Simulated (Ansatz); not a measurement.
**Bi: Bi → Pd**

Start from Bi in the A7 type structure (space group R-3m, No. 166; a = 4.522 Å, c = 12.028 Å (hexagonal axes); layered).

One thing is altered: every Bi is replaced by Pd, then cell and atoms are relaxed.

All numbers come from r2SCAN+rVV10 (Ansatz, a quantum-chemistry and plane-wave program), no SOC, earlier PAW set. Γ-centred 20×20×20 mesh, Fermi–Dirac width 0.05 eV, for the changed cell.

```tsv
quantity	base	changed	shift
volume per atom	35.49 Å³	14.75 Å³	-20.747 Å³
density	9.78 g/cm³	11.98 g/cm³	+2.206 g/cm³
space group	R-3m (No. 166)	Fm-3m (No. 225)	–
shortest interatomic distance	3.069 Å	2.753 Å	-0.316 Å
band gap	zero	zero	–
```

Cost of the whole job for the changed cell (relaxation, final SCF and bands): around 6 core-minutes (rough).

Spin-orbit coupling, missing from the scalar runs, can matter with Bi. No phonon test of stability was made. All final runs are without spin polarisation. Pd has a high density of states at the Fermi level and may be magnetic at this level.
